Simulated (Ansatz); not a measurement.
Response to strain in HfN

Consider HfN in the rock salt structure (space group Fm-3m, No. 225; relaxed with 0.1 eV smearing).

```
CELL_PARAMETERS angstrom
      0.00000     2.25092     2.25092
      2.25092     0.00000     2.25092
      2.25092     2.25092     0.00000
ATOMIC_POSITIONS crystal
  N  0.00000 0.00000 0.00000
  Hf 0.50000 0.50000 0.50000
```

Cartesian axes are those of the cell as printed.

Strains are applied to the cell and any free atomic positions relax; under biaxial strain the out-of-plane vector relaxes too; under stress the whole cell relaxes.

Calculations: Ansatz (a quantum-chemistry and plane-wave program) PBEsol, no spin-orbit coupling.

Candidates:
(a) isotropic strain −3.79 %
(b) biaxial strain +1.01 %, plane normal [110], relaxed out of plane
(c) uniaxial stress, 1 GPa tension along x
(d) strain tensor (xx, yy, zz, yz, xz, xy) = (−0.70, −1.09, +0.28, +1.03, +1.44, −1.23) %

Notes on the quantities. energy relative to the base: free energy F.

Order them by energy relative to the base, highest first.

(a) isotropic strain −3.79 % (+148 meV/atom), (d) strain tensor (xx, yy, zz, yz, xz, xy) = (−0.70, −1.09, +0.28, +1.03, +1.44, −1.23) % (+13 meV/atom), (b) biaxial strain +1.01 %, plane normal [110], relaxed out of plane (+3.9 meV/atom), (c) uniaxial stress, 1 GPa tension along x (+0.1 meV/atom)

A biaxial case was relaxed in a doubled cell and then solved in the primitive one. Stability under load was not tested beyond the relaxation. All final runs are without spin polarisation. An odd electron count without spin: HfN.
